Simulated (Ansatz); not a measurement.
System: rock-salt TaC. Method: PBEsol (Ansatz, a program for electronic structure, PAW).

A relaxed, unreconstructed slab of the (110) face has 16 atoms, two equal faces of 13.939 Å² each and an energy of -80430.0433 eV. A bulk cell of 4 atoms with the same orientation and in-plane k mesh has -20109.0950 eV. Energies are extrapolated to zero smearing.

Numerical settings: plane-wave cutoff 500 eV, 10×14×1 k mesh (along the axes of the cell as run), Fermi–Dirac smearing 0.05 eV, scalar-relativistic PAW data made under PBE.

Worked out: γ = (E_slab − N E_bulk per atom)/2A = [-80430.0433 − 16 × (-20109.0950/4)]/(2 × 13.939) = 0.2273 eV/Å². With 16.022 J/m² per eV/Å² this is 3.64 J/m², or 3.17 eV per surface cell and face.
